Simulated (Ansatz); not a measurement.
## A computed series for hypothetical diamond Ni: pressure series

The reference is Ni in the diamond structure (space group Fd-3m, No. 227; a = 5.100 Å; ferromagnetic; a hypothetical phase, not in the database extracts checked).

Cell and atoms are relaxed at each pressure.

The values are results of PBE, PAW, 420 eV (Ansatz, a quantum-chemistry and plane-wave program; scalar-relativistic without spin-orbit coupling), not measurements.

Notes on the quantities. enthalpy: H = E + PV relative to the base's energy.

| change | largest site moment | volume per atom | enthalpy |
|---|---|---|---|
| base | 0.84 μB | 16.58 Å³ | – |
| pressure −2 GPa | 0.84 μB | 16.97 Å³ | -0.21 eV/atom |
| pressure −1 GPa | 0.84 μB | 16.77 Å³ | -0.10 eV/atom |
| pressure 0.3 GPa | 0.83 μB | 16.53 Å³ | +0.03 eV/atom |
| pressure 0.7 GPa | 0.83 μB | 16.46 Å³ | +0.07 eV/atom |
| pressure 1.5 GPa | 0.83 μB | 16.32 Å³ | +0.15 eV/atom |
| pressure 3 GPa | 0.83 μB | 16.08 Å³ | +0.31 eV/atom |
| pressure 5 GPa | 0.83 μB | 15.79 Å³ | +0.50 eV/atom |
| pressure 7.5 GPa | 0.83 μB | 15.46 Å³ | +0.75 eV/atom |
| pressure 10 GPa | 0.82 μB | 15.17 Å³ | +0.99 eV/atom |

Other magnetic orders, which the real material may have, were not ruled out. Load acts through the strain it causes; cell and atoms are relaxed under it. No phonon test of stability was made. Competing high-pressure phases were not computed.
